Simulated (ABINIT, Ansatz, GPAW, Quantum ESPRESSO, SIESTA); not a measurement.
# AlCo (Pm-3m, 2 atoms in the cell) computed with different codes at matched settings

Self-consistent single point.

```yaml
crystal:
  lattice:
    - [2.79515, 0.00000, 0.00000]
    - [0.00000, 2.79515, 0.00000]
    - [0.00000, 0.00000, 2.79515]
  atoms:
    - { symbol: Al, position: [0.00000, 0.00000, 0.00000] }
    - { symbol: Co, position: [0.50000, 0.50000, 0.50000] }
```

Shared settings, as Ansatz (an electronic-structure program) writes them: kpoints.mp_grid.grid = 7 7 7; scf.occupations.method = gaussian; scf.occupations.width = 0.272 eV. Potentials and cutoffs stand in the table.

```tsv
code	model	pressure (GPa)	cutoff
Ansatz	PBE, default PAW files	12.17	420 eV
Quantum ESPRESSO	PBE, PseudoDojo standard norm-conserving (PBE) pseudopotentials	12.18	100 Ry
ABINIT	PBE, PAW (JTH v2.0 PBE PAW)	12.15	60 Ry
GPAW	PBE, GPAW PAW datasets PBE (gpaw-data 1.0.1)	13.66	850 eV
SIESTA	GGA PBE, numerical atomic orbitals DZP, PseudoDojo PBE standard norm-conserving potentials (rewritten from UPF to PSML)	10.59	grid 350 Ry
```

On Ansatz's run: spin polarisation is off.

The spread over the programs that give each value: pressure within 3.07 GPa.

SIESTA uses small atom-centred bases, whose incompleteness enters pressures, forces and empty levels differently from a plane-wave cutoff. Ansatz's pressure is given at a fixed set of plane waves, as the other plane-wave codes print theirs; with its correction for the finite basis it is 12.30 GPa. In the pressure, GPAW (by 1.48) and SIESTA (by 1.59) lie more than 1 GPa from the median of the plane-wave programs.

On the base mesh (9 9 9) the same programs gave: Ansatz pressure 12.32 GPa; Quantum ESPRESSO pressure 12.31 GPa; ABINIT pressure 12.29 GPa; GPAW pressure 13.81 GPa; SIESTA pressure 10.75 GPa.

The starting cell comes from a database of computed structures (which also holds hypothetical and non-ambient phases and stackings), without a prior relaxation at this level. Its lattice was rescaled by a random factor within 2.5 % of one.

Left out of this page: CP2K (on another mesh); Elk and FLEUR (not drawn, or without a comparable value).

Keys are those of Ansatz 0.2.
